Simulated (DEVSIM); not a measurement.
Structure: Ge p-i-n diode, at 400 K.

```csv
layer (left to right),material,thickness (μm),Nd (cm⁻³),Na (cm⁻³),τn (s),τp (s)
1,Ge,1.00,-,4.2e17,4.4e-6,4.4e-6
2,Ge,2.70,1.2e12,-,4.4e-6,4.4e-6
3,Ge,1.80,3.2e17,-,4.4e-6,4.4e-6
```

Left contact: ohmic. Right contact: ohmic. Voltage is applied to the left contact. Recombination: SRH at mid-gap, Auger. Mobility is μmin + (μ − μmin)/(1 + (N/Nref)^α).

The device is made up for the run: typed textbook-type constants, with dimensions and the other settings drawn at random. Values at 300 K; Nc and Nv go as T^1.5, mobilities as T to minus their exponent, the gap by Varshni's rule with the affinity fixed.

```tsv
parameter	Ge
gap (eV)	0.664
affinity (eV)	4
permittivity	16
Nc (cm⁻³)	1.04e19
Nv (cm⁻³)	6e18
μn (cm²/Vs)	3900
μp (cm²/Vs)	1900
μn,min	150
μp,min	100
Nref,n	2.6e17
Nref,p	4e17
αn	0.56
αp	0.6
T exponent of μn	1.66
T exponent of μp	2.33
Cn (cm⁶/s)	1e-31
Cp (cm⁶/s)	1e-31
Varshni α (eV/K)	0.000477
Varshni β (K)	235
```

DEVSIM, 1D drift-diffusion, Boltzmann statistics, complete ionisation; no tunnelling, impact ionisation, image-force lowering or self-heating.

**Question.** Tabulate band edges, carrier densities and field at zero bias.

**Answer.** Energies count from the Fermi level of the right contact; mesh points crowd at the junctions.

| x (μm) | Ec (eV) | Ev (eV) | n (cm⁻³) | p (cm⁻³) | field (V/cm) |
|---|---|---|---|---|---|
| 0.000 | 0.518 | -0.107 | 4.8e12 | 4.2e17 | ≈ 0 |
| 0.03887 | 0.518 | -0.107 | 4.8e12 | 4.2e17 | ≈ 0 |
| 0.1314 | 0.518 | -0.107 | 4.8e12 | 4.2e17 | ≈ 0 |
| 0.3724 | 0.518 | -0.107 | 4.8e12 | 4.2e17 | ≈ 0 |
| 0.8102 | 0.518 | -0.107 | 4.8e12 | 4.2e17 | ≈ 0 |
| 0.9405 | 0.517 | -0.107 | 4.8e12 | 4.2e17 | -46 |
| 0.9919 | 0.503 | -0.121 | 7.4e12 | 2.7e17 | -16000 |
| 1.037 | 0.412 | -0.212 | 1.0e14 | 2.0e16 | -12000 |
| 1.136 | 0.352 | -0.272 | 5.8e14 | 3.5e15 | -3100 |
| 1.397 | 0.324 | -0.300 | 1.3e15 | 1.5e15 | -240 |
| 2.034 | 0.322 | -0.303 | 1.4e15 | 1.4e15 | ≈ 0 |
| 3.220 | 0.320 | -0.304 | 1.5e15 | 1.4e15 | -100 |
| 3.524 | 0.301 | -0.323 | 2.6e15 | 7.9e14 | -2000 |
| 3.648 | 0.248 | -0.376 | 1.2e16 | 1.7e14 | -8500 |
| 3.703 | 0.160 | -0.464 | 1.5e17 | 1.3e13 | -23000 |
| 3.745 | 0.135 | -0.489 | 3.2e17 | 6.4e12 | -420 |
| 3.855 | 0.135 | -0.489 | 3.2e17 | 6.3e12 | ≈ 0 |
| 4.142 | 0.135 | -0.489 | 3.2e17 | 6.3e12 | ≈ 0 |
| 4.973 | 0.135 | -0.489 | 3.2e17 | 6.3e12 | ≈ 0 |
| 5.312 | 0.135 | -0.489 | 3.2e17 | 6.3e12 | ≈ 0 |
| 5.439 | 0.135 | -0.489 | 3.2e17 | 6.3e12 | ≈ 0 |
| 5.500 | 0.135 | -0.489 | 3.2e17 | 6.3e12 | ≈ 0 |
